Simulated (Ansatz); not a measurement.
# H2O on the 1x1 (110) surface of 3C silicon carbide (cut with top plane C + Si), one in a 2x2 cell, started at the site 'bridge C-Si (span 3.9 Å)'

Host crystal: 3C silicon carbide, with a band gap (PBE, scalar-relativistic without spin-orbit coupling).

Level of theory: PBE (plane waves to 420 eV, PAW; Ansatz, a first-principles code).

Slab: 51 atoms, 7.7 Å thick at the start under the adsorbate (thin: gaps and levels are the slab's own); k 3x3x1, smearing 0.01 eV, dipole-corrected; 24 atoms held, the rest relaxed; no symmetry held; no spin, no spin-orbit, no U, no dispersion correction. At the end it is bonded to C + Si. In PBE it is, or lies within 0.03 eV of, the lowest of the starts that converged.

- energy of the end state, in which the adsorbate came apart, against H2O(g): -2.81 eV
- change of the step from the bottom to the top vacuum level, against the clean slab: -0.72 eV
- energy released by relaxation: 4.57 eV
- height of the binding atom over the mean of the host atoms within 0.3 Å of the top one: 1.477 Å
- largest move of a host atom: 0.30 Å
- note: in the relaxation the adsorbate left its starting site by 1.0 Å
- cost: around 18 core-minutes (rough)

A negative adsorption energy means that the adsorbate is more stable on the surface than in its reference.
